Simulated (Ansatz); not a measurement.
Base system: Bi in the A7 type structure (space group R-3m, No. 166; a = 4.5205 Å, c = 12.0283 Å (hexagonal axes); layered).

Level of theory: r2SCAN+rVV10 (Ansatz, an electronic-structure program, PAW, spin-orbit coupling left out).

Before the change:

```
Item                             Value
-----------------------------  -------
Shortest interatomic distance  3.068 Å
```

Modification: a free-standing slab of 2 layers (4 atoms, 2 a layer) is cut normal to the stacking axis, with 15 Å of vacuum and the in-plane cell relaxed.

### Question
Estimate the effect on the excess energy per area of both faces, shortest interatomic distance and thickness between the outermost nuclei.

### Answer
The excess energy per area of both faces (slab less bulk energy over the cell's area: twice a surface energy) amounts to 0.56 J/m² (uncertain by up to 0.04 J/m²); the shortest interatomic distance falls by 0.039 Å (3.068 Å → 3.029 Å); the thickness between the outermost nuclei is 5.99 Å.

Slab and bulk use different k-meshes, which limits the precision of the excess energy. No phonon test of stability was made.
